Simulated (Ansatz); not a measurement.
**NbP (model structure, started from the CsCl type, Pm-3m, No. 221, 2 atoms in the cell)**

These are PBE-D3(BJ) in Ansatz (PAW) values and carry that method's errors.

Numerical settings: plane-wave cutoff 500 eV, 14×14×14 k mesh, Fermi–Dirac smearing 0.05 eV, no spin polarisation, scalar-relativistic PAW data made under PBE.

Cell (relaxed at this level):

```cif
data_NbP
_chemical_formula_sum 'Nb1 P1'
_space_group_name_H-M_alt 'Pm-3m'
_space_group_IT_number 221
_space_group_name_Hall '-P 4 2 3'
_cell_length_a 3.07175
_cell_length_b 3.07175
_cell_length_c 3.07175
_cell_angle_alpha 90.000
_cell_angle_beta 90.000
_cell_angle_gamma 90.000
loop_
_atom_site_label
_atom_site_type_symbol
_atom_site_symmetry_multiplicity
_atom_site_Wyckoff_symbol
_atom_site_fract_x
_atom_site_fract_y
_atom_site_fract_z
_atom_site_occupancy
Nb1 Nb 1 a 0.00000 0.00000 0.00000 1
P1 P 1 b 0.50000 0.50000 0.50000 1
```

```
Property  Result
--------  ------
band gap    none
```

Note: the relaxation could raise the start's symmetry but not lower it, so the cell can be a saddle point.

Spin–orbit coupling is not included.

A model structure was made by putting elements into a prototype or built by hand; it is no filed structure, need not be a known phase, and can be a saddle point held by its symmetry.

Ansatz is an electronic-structure program.
